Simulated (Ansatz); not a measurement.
Here is the system:

```xyz
2
Lattice="0.0000 2.9562 2.9562 2.9562 0.0000 2.9562 2.9562 2.9562 0.0000" Properties=species:S:1:pos:R:3 pbc="T T T"
P      1.4781     1.4781     1.4781
In     0.0000     0.0000     0.0000
```

No spin polarisation.

Calculations: Kohn–Sham DFT with the PBE functional, run in Ansatz (a first-principles code) with PAW and 420 eV plane waves, scalar-relativistic without spin-orbit coupling. Settings: 10×10×10 k-points, 0.05 eV Fermi–Dirac smearing.

Q: Predict the electron mass, band gap and hole mass.

A: 
* **Electron mass**: 0.046 mₑ (at Γ)
* **Band gap**: 0.57 eV
* **Hole mass (degenerate bands, along [100])**: 0.046, 0.45, 0.45 mₑ (at Γ)

Load acts through the strain it causes; cell and atoms are relaxed under it. Masses are band curvatures over ±0.01 Å⁻¹ around the edge. No phonon test of stability was made. The cell was made from InP in the zinc blende structure (space group F-43m, No. 216) by this change: pressure 1.5 GPa.
